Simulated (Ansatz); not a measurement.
Defect: interstitial Zn in beta Ga2O3, charge state +2. The step: a concerted move, in which Zn travels most; the atom moves 1.77 Å along (0.01, 0.50, -0.14) of the unit cell; the moving atom starts with neighbours O at 1.87, 2 O at 1.94, O at 2.11 Å and ends with O at 1.87, 2 O at 1.94, O at 2.11 Å. DFT values are from Ansatz (plane-wave PAW, 420 eV unless said) in a cell of 120 host sites, spin-restricted, static, with no finite-size correction. The charge state is imposed; whether it is stable for some Fermi level was not computed. Sites that were not tried may lie lower. For the PBE band: the saddle point's order was not checked, and it lies on a symmetry element of the cell, where a band can be held.

```
Level                                                              Forward barrier (eV)  Cost of the band or of the saddle's single point
-----------------------------------------------------------------  --------------------  ------------------------------------------------
CHGNet universal potential (has no charge state), its own band                     0.26                                                 -
PBE, the Γ point alone, band relaxed                                               0.28                      very roughly 20 core-minutes
PBE, a 2×2×2 k-point mesh shifted by half a step, same geometries                  0.29                            roughly 8 core-minutes
r2SCAN at 500 eV, the Γ point alone, same geometries                                  ?                   around 120 core-seconds (rough)
```

**Question.** Some entries are withheld; supply them.

**Answer.** 
- r2SCAN at 500 eV, the Γ point alone, same geometries, Forward barrier (eV): 0.35

Ansatz is a program for electronic structure.
